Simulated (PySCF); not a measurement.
PySCF 2.14.0, B3LYP/def2-svpd, df: Cu(NMe2)(NH3) (C[N](C)[Cu]<-[NH3]), 14 atoms. The geometry is a generated start, not checked to be a minimum at this level.

```json
{
  "task": "energy",
  "method": "b3lyp",
  "basis": "def2-svpd",
  "two_electron_scheme": "density fitting",
  "mol.max_memory": "3000 MB",
  "mf.max_cycle": "100",
  "mf.init_guess": "minao (default)",
  "mf.conv_tol": "1e-09 (default)",
  "mf.grids.level": "3 (default)",
  "basis_functions": "186",
  "grid_points": "164952"
}
```

```xyz
14

Cu    -0.8154    -0.2713    -0.7145
N      0.4214     0.1006     0.5558
C      0.4602     1.3054     1.3472
C      1.6567    -0.6229     0.7270
H      0.6732     1.0700     2.4049
H      1.2557     1.9961     1.0071
H     -0.4901     1.8367     1.3025
H      2.5254    -0.0486     0.3510
H      1.8465    -0.8253     1.7952
H      1.6305    -1.5739     0.1989
N     -2.1252    -0.6891    -2.0703
H     -2.6502     0.1546    -2.2873
H     -2.7518    -1.4100    -1.7193
H     -1.6369    -1.0224    -2.8981
```

Charge 0 and multiplicity 1 are set for this test and not shown to be the ground state.

With the defaults (mf.DIIS = CDIIS, mf.diis = true, mf.level_shift = 0, mf.diis_space = 8) it converges in 14 Fock builds. One run each on 2 threads, 1 BLAS thread, with these changes:
- mf.diis_space = 3
- mf.diis_space = 5
- mf.diis_space = 12
- mf.level_shift = 1 Hartree
- mf.diis = false
- mf.DIIS = EDIIS
- mf.diis_space = 20
- mf.DIIS = ADIIS
- mf.level_shift = 0.1 Hartree

Problem. Which runs fail or end elsewhere than the default run?

Solution. No convergence: mf.DIIS = EDIIS; mf.diis = false (the run ends without SCF convergence in 100 cycles). The rest reach the solution of the defaults.

| setting | Fock builds | end |
|---|---|---|
| the defaults | 14 | same solution |
| mf.diis_space = 12 | 14 | same solution |
| mf.diis_space = 20 | 14 | same solution |
| mf.diis_space = 5 | 16 | same solution |
| mf.level_shift = 0.1 Hartree | 17 | same solution |
| mf.DIIS = ADIIS | 27 | same solution |
| mf.diis_space = 3 | 28 | same solution |
| mf.level_shift = 1 Hartree | 59 | same solution |
| mf.DIIS = EDIIS | 101 | no convergence |
| mf.diis = false | 101 | no convergence |
